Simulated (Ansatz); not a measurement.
Levels about the gap of amorphous hafnium silicate (Si$_{20}$O$_{47}$Hf$_{4}$) (71 atoms in a cell of 1053 Å³, 3.20 g/cm³; zone centre alone, so wide bands show as single levels with stretches between that a denser mesh fills), at the geometry that PBE relaxed, where it gives 0.6 GPa on a denser mesh. The participation number counts the atoms over which a state spreads; weights are charges in smoothed Voronoi cells. The levels come from a single point, so bond lengths are those of that geometry. Method of the levels: PBE, scalar-relativistic without spin-orbit coupling (Ansatz, an electronic-structure program). Sampling: the zone centre alone; Fermi-Dirac width 0.02 eV; no spin polarisation. The usual formal charges leave 2 electrons over, so the level spacing at the Fermi energy parts defect or band states and needn't be the band gap. At PBE the levels at the filled edge of the gap are localised (band-tail or defect states), and the nearest spread-out levels lie 4.8 eV apart at the zone centre.

It comes from a melt-quench run on a machine-learned potential (CHGNet), relaxed afterwards by DFT. O atoms were pushed apart under 1.9 Å during the dynamics, to hinder bonds among them. The hot cell started wider than the set density and was brought back towards it in steps. It is the lowest in DFT energy of 2 quenches. It is a model cell: composition and starting density were chosen by hand, and all elements were melted together. No dispersion term was used. Its density started from a set value of 3.20 and ended at 3.20 g/cm³. The simulated quench (nominally 320 K/ps over its main leg) is rapid and tends to freeze in more defects than a deposited or slowly cooled glass has. Values belong to this one cell and scatter from quench to quench. The volume was held where the preparation left it, at a PBE pressure of 0.6 GPa. Stress components on the final sampling reach 2.8 GPa.

```tsv
E - E(highest filled), eV	filling	participation number	largest on	weight O	weight Hf	weight Si
-2.03	filled	8.4	O, 2 neighbours	0.92	0.04	0.04
-1.99	filled	11.0	O, 2 neighbours	0.94	0.03	0.02
-1.90	filled	15.6	O, 2 neighbours	0.95	0.02	0.03
-1.85	filled	9.4	O, 2 neighbours	0.95	0.02	0.02
-1.75	filled	6.7	O, 2 neighbours	0.94	0.03	0.03
-1.45	filled	5.9	O, 2 neighbours	0.94	0.03	0.03
0.00	filled	4.6	Si, 4 neighbours	0.38	0.19	0.43
2.87	empty	39.8	Hf, 5 neighbours	0.62	0.18	0.20
3.26	empty	6.2	Hf, 5 neighbours	0.35	0.57	0.08
3.42	empty	6.6	Hf, 5 neighbours	0.35	0.51	0.14
3.48	empty	10.4	Hf, 5 neighbours	0.37	0.56	0.07
3.77	empty	8.7	Hf, 5 neighbours	0.41	0.48	0.11
3.86	empty	4.4	Hf, 5 neighbours	0.38	0.55	0.07
3.98	empty	7.3	Hf, 5 neighbours	0.35	0.58	0.06
```

Most localised among these is the empty level at +3.86 eV, on a Hf atom, which has 5 neighbours (O 1.89 Å, O 1.95 Å, O 1.97 Å, O 2.12 Å, O 2.39 Å).
